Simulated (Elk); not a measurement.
Band structure of Os (P6_3/mmc, 4 atoms in the cell).

```
Os
1.0
    2.74343     0.00000     0.00000
   -1.37171     2.37588     0.00000
    0.00000     0.00000     8.82699
Os
4
Direct
  0.00000   0.00000   0.00000
  0.00000   0.00000   0.50000
  0.33333   0.66667   0.25000
  0.66667   0.33333   0.75000
```

Method of the run: PBE, all-electron FP-LAPW, Elk's shipped species files, APW+lo basis with extra local orbitals (Elk 10.2.4).

Settings: xctype = 20; rgkmax = 8; stype = 0; swidth = 0.00367493 Ha; ngridk = 9 9 3; gmaxvr = 14 1/bohr; nxlo = 2; lorbcnd = true; lmaxi = 2.

The starting cell was generated: these elements placed on a structure prototype, without a prior relaxation; it need not be a known phase or ordering of this composition. Its lattice was rescaled by a random factor within 2.5 % of one. Spin-orbit coupling is off. Spin polarisation is off. Values depend on the basis (sphere radii, cutoffs, local orbitals), which need not be converged.

Levels in eV from the Fermi level, bands 57 to 64:
| point | 57 | 58 | 59 | 60 | 61 | 62 | 63 | 64 |
|---|---|---|---|---|---|---|---|---|
| Γ | -2.57 | -2.43 | -2.43 | -0.83 | -0.83 | -0.20 | 0.01 | 0.01 |
| M | -1.06 | 0.29 | 1.30 | 2.13 | 2.18 | 2.31 | 2.33 | 2.60 |
| K | -1.39 | -1.39 | 0.19 | 0.19 | 1.31 | 1.49 | 1.49 | 1.61 |
| A | -2.77 | -2.77 | -2.01 | -2.01 | -0.34 | -0.34 | -0.34 | -0.34 |
| L | -0.86 | -0.86 | 1.12 | 1.12 | 2.18 | 2.18 | 2.56 | 2.56 |
| H | -1.36 | -1.36 | -0.31 | -0.31 | 1.53 | 1.53 | 1.87 | 1.87 |

Bands cross the Fermi level along this path, so the cell is metallic at this level.
